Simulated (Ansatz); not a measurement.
Base system: GaN in the zinc blende structure (space group F-43m, No. 216).

```
CELL_PARAMETERS angstrom
      0.00000     2.24908     2.24908
      2.24908     0.00000     2.24908
      2.24908     2.24908     0.00000
ATOMIC_POSITIONS crystal
  N  0.75000 0.75000 0.75000
  Ga 0.00000 0.00000 0.00000
```

The values are results of DFT with r2SCAN, PAW potentials and a 500 eV plane-wave cutoff in Ansatz (a first-principles code), no spin-orbit coupling, earlier PAW set, not measurements.

Before the change:

| Quantity | Value |
|---|---|
| Volume per atom | 11.38 Å³ |
| Band gap | 2.17 eV |
| Electron mass | 0.17 mₑ (at Γ) |
| Gap character | direct at Γ |

Modification: full substitution Ga → B; the structure is relaxed again.

### Question
What does the calculation give for the volume per atom after the change?

### Answer
The volume per atom falls by 5.50 Å³, from 11.38 Å³ to 5.88 Å³.

### Question
What happens to the band gap?

### Answer
The band gap grows by 2.826 eV (2.17 eV → 4.99 eV).

### Question
Predict the new electron mass.

### Answer
The electron mass goes from 0.17 mₑ (at Γ) to 0.87 mₑ along k, 0.29 mₑ across (at X).

### Question
What happens to the gap character?

### Answer
The gap character becomes indirect, Γ → X (base: direct at Γ).

Masses are band curvatures over ±0.01 Å⁻¹ around the edge. Along k means along the line from Γ to the band edge. Whether these cells are dynamically stable was not tested. This is not the structure that GaN has at room temperature and ambient pressure.
